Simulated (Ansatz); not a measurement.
Here is the system:

```xyz
3
Lattice="3.5516 0.0000 0.0000 1.7758 3.0758 0.0000 0.0000 0.0000 5.7976" Properties=species:S:1:pos:R:3 pbc="T T T"
Hf     0.0000     0.0000     0.0000
S      1.7758     1.0253     1.4807
S      3.5516     2.0505     4.3169
```

No spin polarisation.

Level of theory: PBE-D3(BJ) in Ansatz (plane waves to 420 eV, PAW, no spin-orbit coupling). k-mesh 11×11×6 (Γ-centred); smearing 0.05 eV (Fermi–Dirac).

Problem. Predict the space group and in-plane stress.

Solution. The space group comes out as P-3m1 (No. 164) and the mean in-plane stress (compression positive) is +2.7 GPa.

The cells carry an imposed strain or load. Whether these cells are dynamically stable was not tested. The cell was made from HfS₂ in the CdI2 type structure (space group P-3m1, No. 164; layered, stacked along the Cartesian z axis) by this change: biaxial strain −1.50 %, plane normal [001], relaxed out of plane.

Ansatz is a quantum-chemistry and plane-wave program.
